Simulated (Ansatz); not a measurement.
Space group Im-3m (No. 229); a = 3.184 Å, b = 3.184 Å, c = 3.184 Å, α = 90.00°, β = 90.00°, γ = 90.00°

| atom | site | symmetry | x | y | z |
|---|---|---|---|---|---|
| W | 2a | m-3m | 0.0000 | 0.0000 | 0.0000 |
(The calculation used a cell of 1 atom; values per cell refer to that cell.)

The run noted for some of its cells that some bands missed the eigensolver's tolerance. Spin-orbit coupling is not included.

Problem. By how much do the lattice constants and the volume change from 300 K to 825 K (quasi-harmonic approximation, PBE in Ansatz, a first-principles code), and how far does the bulk modulus soften?

Solution. a by 0.27 %, the volume by 0.81 %; B_T goes from 299 to 287 GPa. The crystal is held in this phase throughout; melting and phase transitions are not modelled.
